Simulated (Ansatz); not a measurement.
**Effect of Mo → Ru on MoSi2**

The parent structure is MoSi₂ (space group I4/mmm, No. 139; a = 3.202 Å, c = 7.819 Å).

Modification: Ru takes the place of Mo on all its sites, then cell and atoms are relaxed.

The values are results of Kohn–Sham DFT with the r2SCAN functional, run in Ansatz (a quantum-chemistry and plane-wave program) with PAW and 500 eV plane waves, without spin-orbit coupling, not measurements. Γ-centred 20×20×20 mesh, Fermi–Dirac width 0.05 eV, for the changed cell.

The volume per atom decreases by 0.34 Å³, from 13.36 Å³ to 13.02 Å³ and the density rises by 0.383 g/cm³, from 6.30 g/cm³ to 6.69 g/cm³. The lattice parameter a goes up by 0.0305 Å to 3.232 Å and the c/a ratio shrinks by 0.129, from 2.442 to 2.313. The space group is still I4/mmm (No. 139) and the shortest interatomic distance shrinks by 0.123 Å, from 2.575 Å to 2.452 Å. The band gap stays zero.

Final structure:

```yaml
crystal:
  lattice:
    - [-1.61613, 1.61613, 3.73793]
    - [1.61613, -1.61613, 3.73793]
    - [1.61613, 1.61613, -3.73793]
  atoms:
    - { symbol: Ru, position: [0.00000, 0.00000, 0.00000] }
    - { symbol: Si, position: [0.33599, 0.33599, 0.00000] }
    - { symbol: Si, position: [0.66401, 0.66401, 0.00000] }
```

Stability against distortions was not tested. As relaxed here, RuSi2 is a hypothetical phase, not in the database extracts checked. All final runs are without spin polarisation.
